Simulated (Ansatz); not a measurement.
Checking a run of Ansatz (a first-principles code) on SrB₂ (I4/mcm, 6 atoms in the cell). The aim is a self-consistent single point with DFT, revPBE, plane waves, default PAW files made with PBE.

Cell that was meant: a = 7.4429 Å, b = 7.4429 Å, c = 7.4429 Å, α = 104.16°, β = 104.16°, γ = 120.72°.

Part of the input:

```yaml
crystal:
  lattice:
    - [-8.644240, 8.644240, 6.955466]
    - [8.644240, -8.644240, 6.955466]
    - [8.644240, 8.644240, -6.955466]
  atoms:
    - { symbol: B, position: [0.158000, 0.658000, 0.816000] }
    - { symbol: B, position: [0.342000, 0.158000, 0.500000] }
```

Log, with long lists cut:

```
WARN basis.ecutwfc = 420 eV, the default
WARN ansatz: RAYON_NUM_THREADS=1 ignored (pool sized by the plan → 1); use --threads N
   [... lines left out ...]
PAW frozen core: Sr, regenerated for the run's functional, and the local potential with it
Initial density: superposition of atomic densities (neutral atoms: chi_scale 0, normalization atom), corrected by the library's trained network
Initial wavefunctions: pseudopotential atomic-orbital guess
Eigensolver: davidson
Functional: x = revpbe(κ = 1.245, μ = 0.2195149727645171), c = pbe(β = 0.06672455060314922)
SCF iter   1: F=—  HF=-7697.551372 eV  |F-HF|=—  |Δ(HF+E_count)|=         —  Δρ=8.13e-3  dr2=1.21e1  ethr=1.77e-3  ⟨swp⟩=12.3  Hψ=1433  notcnv=0  defer=1
all-band conjugate gradients solve this SCF's bands
automatic band count: the SCF goes on with 28 bands, as 22 were too few: the levels above may hold too much charge
preconditioner: auto → LDOS
   [... lines left out ...]
SCF iter  10: F=—  HF=-7697.160813 eV  |F-HF|=—  |Δ(HF+E_count)|=   1.15e-5  S|Δr|=    0.00e0  Δρ=1.21e-5  dr2=2.61e-5  ethr=3.59e-7  ⟨swp⟩=1.0  Hψ=168  notcnv=0
SCF iter  11: F=—  HF=-7697.160965 eV  |F-HF|=—  |Δ(HF+E_count)|=   1.51e-4  S|Δr|=    0.00e0  Δρ=2.77e-6  dr2=1.05e-6  ethr=8.14e-8  ⟨swp⟩=1.2  Hψ=169  notcnv=0
SCF iter  12: F=-7697.160965 eV  HF=-7697.160965 eV  |F-HF|=6.67e-8  |Δ(HF+E_count)|=   6.68e-8  S|Δr|=    0.00e0  Δρ=6.46e-7  dr2=7.95e-8  ethr=3.13e-10  ⟨swp⟩=29.8  Hψ=1340  notcnv=0
SCF 1 converged in 12 iterations: F = -7697.160965 eV  dr2 = 7.95e-8
Stability not checked (fill_not_monotonic)
Free energy (F): -7697.160965 eV
Internal energy: -7696.793995 eV  (E = F + TS)
E sigma→0 (E₀):  -7697.038642 eV
Entropy (-TS):   -0.366969 eV (-61.162 meV/atom)
Fermi energy:    -2.670550 eV
--- Forces (eV/Å), atoms counted from 1 ---
  atom   1  B      0.00573452     0.00573452     0.00000000
  atom   2  B      0.00573452    -0.00573452    -0.00000000
  atom   3  B     -0.00573452     0.00573452     0.00000000
   [... lines left out ...]
  atom   6  Sr    -0.00000000     0.00000000    -0.00000000
--- Stress (GPa, compression-positive) ---
       -0.028355       0.000000       0.000000
        0.000000      -0.028355      -0.000000
        0.000000      -0.000000      -0.044584
  P = ⅓ Tr σ = -0.0338 GPa (-0.338 kbar)
  The stress holds the Pulay correction. Without it, at fixed plane waves, as pw.x and ABINIT print it: P = -0.0355 GPa
```

### Question
Is anything amiss in this input, and did it matter?

### Answer
The run is not sound. The fault is this: lattice typed in bohr, read as angstrom. 1 bohr is 0.529 Å, so a mix-up scales every length by 1.89 or 0.529 and the volume by 6.75 or 0.148. To fix it, give the lengths in the unit that the key or card expects. The run converged in 12 iterations without an error; against the sound input the free energy goes up by 1.34 eV/atom, the pressure goes from -3.95 to -0.03 GPa and the largest force goes from 0.320 to 0.008 eV/Å.

An input that runs soundly differs in these lines (not the only fix; some lines may just follow from the change or write a value another way):
```diff
-    - [-8.644240, 8.644240, 6.955466]
-    - [8.644240, -8.644240, 6.955466]
-    - [8.644240, 8.644240, -6.955466]
+    - [-4.574335, 4.574335, 3.680674]
+    - [4.574335, -4.574335, 3.680674]
+    - [4.574335, 4.574335, -3.680674]
```

With that input, the run converged in 8 iterations: free energy E − TS (on the zero of these files) -7705.1798 eV; Fermi level (on the code's own zero) 0.60 eV; pressure -3.95 GPa; largest force (vector length) 0.320 eV/Å (DFT, revPBE, plane waves, default PAW files made with PBE).

On the sound input: the starting cell was generated: these elements placed on a structure prototype, without a prior relaxation; it need not be a known phase or ordering of this composition. With a pressure of about -4 GPa the cell is away from its equilibrium volume at this level. Ansatz's pressure includes its estimate of the finite-basis (Pulay) stress.

Keys are those of Ansatz 0.2.
